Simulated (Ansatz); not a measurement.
**Several settings converged on LaCu (Pm, 8 atoms in the cell)**

```
LaCu
1.0
    7.55284     0.00000     0.00000
    0.00000     4.60795     0.00000
    0.00000     0.00000     5.60478
La Cu
4 4
Direct
  0.67608   0.25000   0.40322
  0.32392   0.75000   0.60570
  0.82392   0.75000   0.89430
  0.17608   0.25000   0.10570
  0.53201   0.25000   0.89602
  0.46799   0.75000   0.10398
  0.96799   0.75000   0.39602
  0.03201   0.25000   0.60398
```

Base method: PBEsol, default PAW files made with PBE (plane waves; Ansatz, a program for electronic structure).

Base settings: basis.ecutwfc = 420 eV; kpoints.mp_grid.grid = 2 3 2; hamiltonian.xc = pbesol; hamiltonian.pseudopotentials = {kind: paw} (the program's default PAW files); scf.occupations.method = gaussian; scf.occupations.width = 0.1 eV.

The count of work is k-points × plane waves × bands × iterations; it is no time. Core times come from one kind of shared machine, to one figure; runs under 30 s give none.

**The cutoff for other potential files**

Level: DFT, PBEsol, plane waves, harder PAW files (source: ansatz) made with PBE.

In this ladder: hamiltonian.pseudopotentials = {kind: paw, source: ansatz}.

The second cell is the first with its lattice scaled by 0.98.

The mesh stays at the base's, so the ladder's end is converged at best in this setting alone.

The first pressure column holds Ansatz's estimate of the finite-basis (Pulay) stress, which hides part of the cutoff error; the other is without it.

Only quantities that move along the ladder and can be compared are tabulated.

```csv
basis.ecutwfc,free energy less the last step's (meV/atom),energy of the compressed cell less the first (meV/atom),pressure (GPa),pressure without the Pulay estimate (GPa),largest difference of a force vector from the last step's (eV/Å),count of work / last,core time / last (rough)
315 eV,12809.68,-16.61,-0.67,-411.42,0.313,0.11,–
385 eV,2445.40,-47.76,-1.35,-102.32,0.072,0.17,0.2
490 eV,148.54,1.25,-1.40,-10.78,0.004,0.18,0.2
595 eV,4.15,2.58,-1.45,-1.86,0.000,0.26,0.3
700 eV,0.54,2.46,-1.45,-1.45,0.000,0.33,0.4
840 eV,0.46,2.46,-1.45,-1.45,0.000,0.47,0.4
1050 eV,0.16,2.46,-1.45,-1.46,0.000,0.65,0.6
1400 eV,0.00,2.45,-1.45,-1.45,0.000,1.0,1
```

Coarsest basis.ecutwfc that holds the forces within 0.01 eV/Å of the last step, with all finer ones: 490 eV, at 0.18 of the last step's count of work and about 0.2 of the last step's time; the step before is off by 0.072 eV/Å.

Coarsest basis.ecutwfc that holds the energy of the compressed cell less the first within 0.2 meV/atom of the last step, with all finer ones: 595 eV, at 0.26 of the last step's count of work and about 0.3 of the last step's time; the step before is off by 1.2 meV/atom.

Coarsest basis.ecutwfc that holds the pressure without the Pulay estimate within 0.2 GPa of the last step, with all finer ones: 700 eV, at 0.33 of the last step's count of work and about 0.4 of the last step's time; the step before is off by 0.41 GPa.

The energy difference between the two cells stays within 1 meV/atom of the last step's from 595 eV on, the total only from 700 eV on: much of the error is common to both cells and cancels.

At the lowest cutoff the pressure without the Pulay estimate lies 410 GPa under the last step's, the usual sign of Pulay stress in an incomplete plane-wave basis.

**The density cutoff**

The second cell is the first with its lattice scaled by 0.98.

The mesh stays at the base's, so the ladder's end is converged at best in this setting alone.

Only quantities that move along the ladder and can be compared are tabulated.

| basis.ecutrho_ratio | free energy less the last step's (meV/atom) | energy of the compressed cell less the first (meV/atom) | pressure (GPa) |
|---|---|---|---|
| 2 | -7.92 | 2.61 | -1.13 |
| 3 | -0.17 | 2.28 | -1.46 |
| 4 | 0.00 | 2.27 | -1.47 |
| 5 | 0.00 | 2.27 | -1.47 |
| 6 | 0.00 | 2.27 | -1.47 |
| 8 | 0.00 | 2.27 | -1.47 |
| 10 | 0.00 | 2.27 | -1.47 |
| 12 | 0.00 | 2.27 | -1.47 |
| 16 | 0.00 | 2.27 | -1.47 |

Coarsest basis.ecutrho_ratio that holds the energy of the compressed cell less the first within 0.2 meV/atom of the last step, with all finer ones: 3; the step before is off by 0.34 meV/atom.

Coarsest basis.ecutrho_ratio that holds the free energy within 1 meV/atom of the last step, with all finer ones: 3; the step before is off by 7.9 meV/atom.

Coarsest basis.ecutrho_ratio that holds the pressure within 0.05 GPa of the last step, with all finer ones: 3; the step before is off by 0.34 GPa.

The energy difference between the two cells stays within 1 meV/atom of the last step's from 2 on, the total only from 3 on: much of the error is common to both cells and cancels.

**The relaxed cell against the cutoff**

On LaCu (Pnma, 8 atoms in the cell): atoms on their sites.

In this ladder: relax = cell and atoms.

The mesh stays at the base's, so the ladder's end is converged at best in this setting alone.

Only quantities that move along the ladder and can be compared are tabulated.

```csv
basis.ecutwfc,relaxed volume (Å³/atom),relaxation steps,core time / last (rough)
295 eV,23.778,51,1
355 eV,23.669,18,0.7
420 eV,23.676,11,0.5
505 eV,23.685,9,0.5
630 eV,23.684,9,0.7
840 eV,23.684,9,1
```

Coarsest basis.ecutwfc that holds the relaxed volume within 0.047 Å³/atom of the last step, with all finer ones: 355 eV; the step before is off by 0.095 Å³/atom.

At the lowest cutoff the cell relaxes to a volume 0.4 % larger than at the highest. Ansatz relaxes on a stress corrected for the finite basis.

On the base run: the starting cell comes from a database of computed structures (which also holds hypothetical and non-ambient phases and stackings), without a prior relaxation at this level. Its lattice was rescaled by up to half a per cent. One atom was moved a little off its site on purpose. Spin polarisation is off. Without a gap this mesh is coarse (it stands for a supercell whose shortest vector is 11 Å).

Left out of this page: 2 runs of the series stopped by limits of time or memory.

Keys are those of Ansatz 0.2.
